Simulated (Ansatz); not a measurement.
LaWN₃ (R3c, No. 161, 10 atoms in the cell; start mp-989524) was calculated with PBEsol in Ansatz (plane waves, PAW).

Numerical settings: plane-wave cutoff 520 eV, 8×8×8 k mesh, Fermi–Dirac smearing 0.01 eV, no spin polarisation, scalar-relativistic PAW data made under PBE.

Cell (relaxed at this level):

```cif
data_La2N6W2
_chemical_formula_sum 'La2 W2 N6'
_space_group_name_H-M_alt 'P 1'
_space_group_IT_number 1
_cell_length_a 5.61927
_cell_length_b 5.61927
_cell_length_c 5.61927
_cell_angle_alpha 60.336
_cell_angle_beta 60.336
_cell_angle_gamma 60.336
loop_
_space_group_symop_operation_xyz
  'x, y, z'
loop_
_atom_site_label
_atom_site_type_symbol
_atom_site_fract_x
_atom_site_fract_y
_atom_site_fract_z
_atom_site_occupancy
La1 La 0.53683 0.53683 0.53683 1
La2 La 0.03683 0.03683 0.03683 1
W1 W 0.78549 0.78549 0.78549 1
W2 W 0.28549 0.28549 0.28549 1
N1 N 0.00038 0.10324 0.55575 1
N2 N 0.55575 0.00038 0.10324 1
N3 N 0.10324 0.55575 0.00038 1
N4 N 0.05575 0.60324 0.50038 1
N5 N 0.60324 0.50038 0.05575 1
N6 N 0.50038 0.05575 0.60324 1
```

Question: Predict the band gap, smallest direct gap on the k points sampled and direct gap at Γ.

Answer: 
- band gap = 0.99 eV
- smallest direct gap on the k points sampled = 1.25 eV
- direct gap at Γ = 1.28 eV

Spin–orbit coupling is not included.

Computed values are for the static lattice.

A start named mp-… is a Materials Project structure, which need not be a measured phase.

Ansatz is a first-principles code.
